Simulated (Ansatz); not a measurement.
Reference: BP (F-43m), r2SCAN with spin-orbit coupling, rigid bands (plane waves, PAW; Ansatz, an electronic-structure program); geometry: cell and atoms relaxed with r2SCAN.

```xyz
2
Lattice="0.0000 2.2682 2.2682 2.2682 0.0000 2.2682 2.2682 2.2682 0.0000" Properties=species:S:1:pos:R:3 pbc="T T T"
B      0.0000     0.0000     0.0000
P      1.1341     1.1341     1.1341
```

| Property | Result |
|---|---|
| band gap | 1.40 eV |
| electron conductivity mass | 0.32 mₑ |
| hole conductivity mass | 0.40 mₑ |
| Seebeck coefficient, n-type 1e19 cm⁻³ | -336 μV/K |

### Question
Replace B by In on the same sites and relax. What happens?

### Answer
InP (F-43m): volume per atom 11.7 to 25.8 Å³; band gap falls (1.40 eV to 1.00 eV); electron conductivity mass falls (0.32 mₑ to 0.084 mₑ); hole conductivity mass rises (0.40 mₑ to 0.57 mₑ); Seebeck coefficient, n-type 1e19 cm⁻³ falls in size (-336 μV/K to -56 μV/K).

### Question
Swap B for Ga, keeping the structure type. How do these values move?

### Answer
GaP (F-43m): volume per atom 11.7 to 20.3 Å³; band gap rises (1.40 eV to 1.82 eV); electron conductivity mass rises (0.32 mₑ to 0.34 mₑ); hole conductivity mass rises (0.40 mₑ to 0.48 mₑ); Seebeck coefficient, n-type 1e19 cm⁻³ stays about the same (-336 μV/K to -328 μV/K).

Moves up to 5 % count as about the same. Masses are for dilute carriers at 300 K, harmonic means over directions unless an axis is named. Seebeck coefficients are for the stated density at 300 K, with one relaxation time for all states and whether or not that doping can be reached.
